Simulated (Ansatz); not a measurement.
Be5Au (F-43m, No. 216) was calculated with r²SCAN+rVV10 (plane waves, PAW; Ansatz, a first-principles code).

Numerical settings: plane-wave cutoff 560 eV, 16×16×16 k mesh, Fermi–Dirac smearing 0.05 eV, scalar-relativistic PAW data made under PBE.

The volume scan:

| V (Å³/atom) | E − E_lowest (meV/atom) | P (GPa) |
|---|---|---|
| 9.027 | 7.36 | 6.47 |
| 9.215 | 1.78 | 3.08 |
| 9.403 | 0.00 | 0.01 |
| 9.592 | 1.65 | -2.78 |
| 9.780 | 6.43 | -5.31 |

### Question
Estimate the bulk modulus from the pressures at 9.215 and 9.592 Å³/atom, and compare it with a fit to all energies.

### Answer
B = −V dP/dV. Between V = 9.215 and 9.592 Å³/atom, dP/dV = (-2.78 − (3.08))/(9.592 − 9.215) = -15.5 GPa per Å³/atom; at the midpoint 9.404 Å³/atom this gives B ≈ 146 GPa. The third-order Birch–Murnaghan fit gives V0 = 9.404 Å³/atom, B0 = 146 GPa, B′ = 3.9, which lies within 1 % of that estimate.

Spin–orbit coupling is not included; it can shift volumes and moduli of such heavy elements.

The computed numbers hold no vibrational or temperature effects.
